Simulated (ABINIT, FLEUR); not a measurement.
A FLEUR input for a self-consistent single point of Mg (P6_3/mmc, 2 atoms in the cell) (DFT, PBE, all-electron FLAPW (FLEUR), scalar-relativistic valence):

Input of the input generator:

```
Mg
&input film=f /
3.2116701105 -0.0000000256 0.0000000000
-1.6058350330 2.7813879171 0.0000000000
0.0000000000 0.0000000000 5.2054650000
1.8897261246
1.0 1.0 1.0

2
12 0.3333333333 0.6666666667 0.2500000000
12 0.6666666667 0.3333333333 0.7500000000

&comp jspins=1 /
&kpt div1=12 div2=12 div3=7 gamma=t /
&end /
```

```xml
<?xml version="1.0" encoding="UTF-8" standalone="no"?>
<fleurInput fleurInputVersion="0.39">
   <comment>
      Mg                                                                                                  
   </comment>
   <calculationSetup>
      <cutoffs Kmax="3.8" Gmax="13.3" GmaxXC="13.3" numbands="0"/>
      <scfLoop itmax="80" minDistance="0.00001" maxIterBroyd="25" imix="Anderson" alpha="0.05" precondParam="0.0" spinf="2.0"/>
      <coreElectrons ctail="T" frcor="F" kcrel="0" coretail_lmax="0"/>
      <xcFunctional name="pbe" relativisticCorrections="F"/>
      <magnetism jspins="1"/>
      <soc l_soc="F" theta="0.0" phi="0.0" spav="F"/>
      <expertModes spex="0" secvar="F"/>
      <geometryOptimization l_f="T" forcealpha="1.0" forcemix="BFGS" epsdisp="0.00001" epsforce="0.00001"/>
      <ldaU l_linMix="F" mixParam="0.05" spinf="1.0"/>
   </calculationSetup>
   <cell>
      <bzIntegration valenceElectrons="20.0" mode="gauss" fermiSmearingEnergy="0.00367493">
         <kPointListSelection listName="default-1"/>
         <!-- k-points included here -->
         <xi:include xmlns:xi="http://www.w3.org/2001/XInclude" href="kpts.xml"> </xi:include>
      </bzIntegration>
      <!-- symmetry operations included here -->
      <xi:include xmlns:xi="http://www.w3.org/2001/XInclude" href="sym.xml"> </xi:include>
      <bulkLattice scale="1.0">
         <bravaisMatrix>
            <row-1>    6.0691769114088183    -0.0000000483769888     0.0000000000000000</row-1>
            <row-2>   -3.0345884136580028     5.2560614095906484     0.0000000000000000</row-2>
            <row-3>    0.0000000000000000     0.0000000000000000     9.8369032011909390</row-3>
         </bravaisMatrix>
      </bulkLattice>
   </cell>
   <atomSpecies>
      <species name="Magnesium (Mg)" element="Mg" atomicNumber="12">
         <mtSphere radius="2.68" gridPoints="925" logIncrement="0.013"/>
         <atomicCutoffs lmax="10" lnonsphr="8"/>
         <electronConfig flipSpins="F">
            <coreConfig>(1s1/2)</coreConfig>
            <valenceConfig>(2s1/2) (2p1/2) (2p3/2) (3s1/2)</valenceConfig>
         </electronConfig>
         <energyParameters s="3" p="3" d="3" f="4"/>
         <lo type="SCLO" l="0" n="2" eDeriv="0"/>
         <lo type="SCLO" l="1" n="2" eDeriv="0"/>
      </species>
   </atomSpecies>
   <atomGroups>
      <atomGroup species="Magnesium (Mg)">
         <relPos label="                   1">1.000/3.000 -1.000/3.000 1.000/4.000</relPos>
         <relPos label="                   2">-1.000/3.000 1.000/3.000 -1.000/4.000</relPos>
         <force calculate="T" relaxXYZ="TTT"/>
      </atomGroup>
   </atomGroups>
   <output dos="F" band="F" slice="F">
      <checks vchk="F" cdinf="F"/>
      <bandDOS minEnergy="-.5*Htr" maxEnergy="0.5*Htr" sigma="0.015" storeEVData="T"/>
      <vacuumDOS vacdos="F" integ="F" star="F" nstars="0" locx1="0.0" locy1="0.0" locx2="0.0" locy2="0.0" nstm="0" tworkf="0.0"/>
      <unfoldingBand unfoldBand="F" supercellX="1" supercellY="1" supercellZ="1"/>
      <plotting iplot="0" polar="F">
         <plot TwoD="T" vec1="  1.0  0.0  0.0" vec2="  0.0  1.0  0.0" vec3="  0.0  0.0  1.0" zero="  0.0  0.0  0.0" file="plot"/>
      </plotting>
      <chargeDensitySlicing numkpt="0" minEigenval="0.0" maxEigenval="0.0" nnne="0" pallst="F"/>
      <specialOutput eonly="F"/>
      <magneticCircularDichroism mcd="F" energyLo="-10.0" energyUp="0.0"/>
   </output>
  <!-- We include the file relax.xml here to enable relaxations (see documentation) -->
  <xi:include xmlns:xi="http://www.w3.org/2001/XInclude" href="relax.xml"> <xi:fallback/> </xi:include>
</fleurInput>
```

Task: Write the same calculation as an input for ABINIT.

Result: One input that does it (others would too):

```
# Mg, PseudoDojo nc-sr-05 PBE standard
pp_dirpath "./"
pseudos "Mg.upf"
acell 6.0691769115 6.0691769115 9.8369032013
rprim
         1.0000000000   -0.0000000080    0.0000000000
        -0.4999999931    0.8660254078    0.0000000000
         0.0000000000    0.0000000000    1.0000000000
natom 2
ntypat 1
znucl 12
typat 1 1
xred
         0.3333333333    0.6666666667    0.2500000000
         0.6666666667    0.3333333333    0.7500000000
ecut 42
occopt 7
tsmear 0.1 eV
nband 15
kptopt 1
ngkpt 12 12 7
nshiftk 1
shiftk 0 0 0
nstep 80
toldfe 1.0e-09
prtwf 0
prtden 0
prtvol 1
enunit 1
```

Basis settings and potentials, where a program has them, do not carry over. This input uses DFT, PBE, plane waves, norm-conserving pseudopotentials (PseudoDojo nc-sr-05 PBE standard).

The starting cell comes from a database of computed structures (which also holds hypothetical and non-ambient phases and stackings), without a prior relaxation at this level. Its lattice was rescaled by a random factor within 2.5 % of one.
